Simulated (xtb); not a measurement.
xtb 6.7.1, GFN2-xTB: CC1(C)c2ccccc2-c2ccc(-c3ccc(-c4cc5c(s4)-c4sccc4C5(C)C)o3)cc21, 57 atoms. The geometry is a generated start, not checked to be a minimum at this level.

| Item | Value |
|---|---|
| run flags | --grad |
| method | GFN2-xTB |
| --acc | 1 (default) |
| --etemp (K) | 300 (default) |
| basis functions | 168 |
| valence electrons | 162 |

One run each on 1 thread. Values of broydamp tried: 0.02, 0.05, 0.1, 0.2, 0.4 (default), 0.6, 0.8, 1.

Task: Predict the course of the SCC iterations along this series.

Result: Fewest SCC iterations, within one of each other: 0.2 with 13, 0.4 (default) with 12, 0.6 with 13. The count rises to 19 at 0.02. All converge to one solution.

| broydamp | SCC iterations | end |
|---|---|---|
| 0.02 | 19 | same solution |
| 0.05 | 16 | same solution |
| 0.1 | 15 | same solution |
| 0.2 | 13 | same solution |
| 0.4 (default) | 12 | same solution |
| 0.6 | 13 | same solution |
| 0.8 | 14 | same solution |
| 1 | 14 | same solution |
